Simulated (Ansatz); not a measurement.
## A computed series for HfO2: response to strain

Start from HfO$_{2}$ (space group P4_2/nmc, No. 137; a = 3.567 Å, c = 5.166 Å). Axes: x, y, z lie along a, b, c of the conventional cell.

Strains are applied to the cell and any free atomic positions relax; under stress the whole cell relaxes.

Levels (all Ansatz, a program for electronic structure, PAW): PBEsol (420 eV, without spin-orbit coupling); r2SCAN (500 eV, spin-orbit coupling left out); HSE06 (420 eV, spin-orbit coupling left out).

Band gaps by level, all at the geometries relaxed with PBEsol:

```tsv
case	PBEsol	r2SCAN	HSE06
base	4.57 eV	5.22 eV	6.34 eV
isotropic strain +2.40 %	4.43 eV	5.06 eV	6.21 eV
uniaxial stress, 8 GPa tension along z	4.61 eV	5.28 eV	6.38 eV
```

Single points use the geometry relaxed with PBEsol. HSE06 gaps are upper bounds (no full band path). Spin-orbit coupling, missing from the scalar runs, can matter with Hf. Stability under load was not tested beyond the relaxation. This is not the structure that HfO2 has at room temperature and ambient pressure.
